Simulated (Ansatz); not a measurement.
The starting structures come from a database of crystals and need not be the phases stable at ambient conditions.

 Where the default PAW files enter, the runs use the earlier of Ansatz's two default sets.

## Evanescent states of Ba2ZnN2 (I4/mmm, not sure to be the ambient phase, 5 atoms a cell, 22.9 Å³ an atom, -3 GPa at this level) along the normal of (001)

Method: PBEsol (plane waves, PAW; Ansatz, a first-principles code).

No gap correction and no spin-orbit coupling; mid-gap values are interpolated between computed energies.

Energies count from the valence-band top; κ is the least over a 8×8 mesh across the current.

```csv
E (eV),κ (1/Å),where
0.03,0.134,Γ
0.07,0.174,Γ
0.12,0.169,Γ
0.17,0.165,Γ
0.23,0.158,off Γ
0.28,0.141,off Γ
0.33,0.121,off Γ
0.38,0.099,off Γ
0.42,0.069,off Γ
```

**Question.** How thick must the barrier be to attenuate the transmission by 10^6 when the electrodes' Fermi level lies at 0.42 eV, and what attenuation does that film give at 0.38 eV?

**Answer.** d = 6 ln 10 / (2 × 0.069) = 100.1 Å. At 0.38 eV it gives 6 × 0.099/0.069 = 8.6 decades.
